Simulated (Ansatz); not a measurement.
The reference is MoSi2 (space group I4/mmm, No. 139; a = 3.174 Å, c = 7.779 Å; relaxed with 0.1 eV smearing). Axes: x, y, z lie along a, b, c of the conventional cell.

All numbers come from DFT with LDA, PAW potentials and a 420 eV plane-wave cutoff in Ansatz (a quantum-chemistry and plane-wave program), spin-orbit coupling left out.

For the base:

| Property | Value |
|---|---|
| Shortest interatomic distance | 2.564 Å |
| Pressure | 0.0 GPa |
| Band gap | zero |

It is then changed as follows: uniaxial strain ε_zz = +1.50 %, all other strain components held at zero; the atoms relax in the strained cell.

Estimate the effect on the shortest interatomic distance.

The shortest interatomic distance rises by 0.029 Å to 2.593 Å.

Estimate the effect on the energy relative to the base.

The energy goes up by 4.7 meV/atom.

Predict the new pressure.

The pressure (mean of the normal stresses, compression positive) goes from zero to -3.4 GPa.

Estimate the effect on the band gap.

The band gap remains zero.

No phonon test of stability was made. All final runs are without spin polarisation.
